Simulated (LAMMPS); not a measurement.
Consider a symmetric tilt boundary about [001] in Si (diamond structure), boundary plane (510) of one grain on (5-10) of the other (0 K).

Method: classical force field (static), pair style edip, file Si.edip, run in LAMMPS.

Starting crystal:

Si is taken in the cubic space group Fd-3m, origin choice 1 (No. 227), the diamond structure, Pearson symbol cF8. Lattice parameters: a = b = c = 5.430 Å, α = β = γ = 90.00°. Si on 8b is surrounded by 4 Si at 2.351 Å (tetrahedral). (Neighbours: up to the widest gap in distance over summed covalent radii, below 1.35, at either atom.)

Task: Give the excess volume, the disorientation (full cubic symmetry), the boundary energy (lowest found) as this potential yields it.

Result: excess volume: 0.20 Å; disorientation (full cubic symmetry): 22.62 °; boundary energy (lowest found): 0.881 J/m².

Caution: the lowest energy was reached by 1 of 151 starts, so a lower structure may have been missed.
